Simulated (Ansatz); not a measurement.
## Response to strain in ZrSi2

Consider ZrSi2 (space group Cmcm, No. 63; a = 3.675 Å, b = 14.571 Å, c = 3.656 Å). Axes: x, y, z lie along a, b, c of the conventional cell.

Strains are applied to the cell and any free atomic positions relax.

All numbers come from DFT with PBEsol, PAW potentials and a 420 eV plane-wave cutoff in Ansatz (a first-principles code), no spin-orbit coupling, earlier PAW set.

Notes on the quantities. energy relative to the base: free energy F; pressure: mean of the normal stresses, compression positive.

```
case                            volume per atom  energy relative to the base  pressure
------------------------------  ---------------  ---------------------------  --------
base                                   16.32 Å³                   0 meV/atom   0.0 GPa
isotropic strain −1.16 %               15.75 Å³                          [?]   5.2 GPa
isotropic strain +4.15 %               18.43 Å³                 +95 meV/atom       [?]
uniaxial strain ε_yy = +1.59 %         16.57 Å³                +2.4 meV/atom       [?]
```

### Question
Some entries are withheld; estimate them.

### Answer

- isotropic strain −1.16 %, energy relative to the base: +8.8 meV/atom
- isotropic strain +4.15 %, pressure: -13.0 GPa
- uniaxial strain ε_yy = +1.59 %, pressure: -1.8 GPa

Without a gap, meshes like the base's 13×13×13 leave anisotropic stresses uncertain by several tenths of a GPa, and small strain energies with them. No phonon test of stability was made. All final runs are without spin polarisation.
